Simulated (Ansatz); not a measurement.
Effect of biaxial strain −0.50 %, plane normal [111], relaxed out of plane on KMgF3

The reference is KMgF$_{3}$ in the cubic perovskite structure (space group Pm-3m, No. 221; a = 3.991 Å). Axes: x, y, z lie along the cube axes.

The change: biaxial strain −0.50 %, plane normal [111], relaxed out of plane (Cartesian); in-plane vectors clamped, the third vector and the atoms free.

All numbers come from Ansatz (an electronic-structure program) PBEsol, without spin-orbit coupling. k-mesh 8×8×8 (Γ-centred); smearing 0.05 eV (Fermi–Dirac).

The volume per atom shrinks by 0.09 Å³ to 12.63 Å³ and the space group changes from Pm-3m (No. 221) to R-3m (No. 166). The shortest interatomic distance falls by 0.005 Å to 1.991 Å and the energy increases by 0.3 meV/atom. The pressure (mean of the normal stresses, compression positive) grows by 0.50 GPa (0.01 GPa → 0.51 GPa) and the band gap grows by 0.048 eV (7.12 eV → 7.16 eV). The gap character amounts to indirect, T → Γ and the smallest direct gap goes up by 0.04 eV (7.44 eV → 7.48 eV). The electron mass is still 0.51 mₑ (at Γ) and the out-of-plane strain amounts to +0.32 %. The mean in-plane stress (compression positive) comes out as +0.8 GPa.

Cost of the whole job for the changed cell (relaxation, final SCF and bands): very roughly 29 core-seconds.

Masses are band curvatures over ±0.01 Å⁻¹ around the edge. No phonon test of stability was made. k-point labels follow each cell's own Brillouin zone.
